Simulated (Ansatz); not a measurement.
An Ansatz (a first-principles code) input (PBEsol (Ansatz, PAW, no spin-orbit coupling)):

Ansatz 0.2 input:
```yaml
crystal:
  lattice:
    - [5.5616215756, 0, 0]
    - [0, 5.5616215756, 0]
    - [0, 0, 5.5616215756]
  atoms:
    - { symbol: Ga, position: [0.25, 0, 0.5] }
    - { symbol: Ga, position: [0.75, 0, 0.5] }
    - { symbol: Ga, position: [0.5, 0.75, 0] }
    - { symbol: Ga, position: [0.5, 0.25, 0] }
    - { symbol: Ga, position: [0, 0.5, 0.75] }
    - { symbol: Ga, position: [0, 0.5, 0.25] }
    - { symbol: N, position: [0.25, 0.5, 0] }
    - { symbol: N, position: [0.75, 0.5, 0] }
    - { symbol: N, position: [0, 0.75, 0.5] }
    - { symbol: N, position: [0, 0.25, 0.5] }
    - { symbol: N, position: [0.5, 0, 0.75] }
    - { symbol: N, position: [0.5, 0, 0.25] }
basis: { ecutwfc: 420, ecutrho_ratio: 4, xc_grid: 2, fft_grid_basis: typed }
kpoints: { mp_grid: { grid: [5, 5, 5] } }
hamiltonian:
  xc: pbesol
  dispersion: none
  pseudopotentials: { kind: paw }
scf: { occupations: { method: fermi_dirac, width: 0.05 }, convergence: { dr2_threshold: 0.0000000012 } }
relax: { f_tol: 0.005, max_steps: 50 }
output: { forces: true, stress: true }
checkpoint: { write: state.ck, write_every: 1000 }
```

### Question
Which symmetry and how many k-points will the program report, and about how many plane waves at Γ?

### Answer
Space group Pm-3n (ITA 223) with 48 operations, k-points 10 of 125, and 3407 plane waves at Γ.

### Question
And the final pressure?

### Answer
-3.70 GPa (compression positive).

The cells carry an imposed strain or load. No phonon test of stability was made. The cell was made from GaN (space group Pm-3n, No. 223; a hypothetical phase, not in the database extracts checked) by this change: isotropic strain +0.88 %.
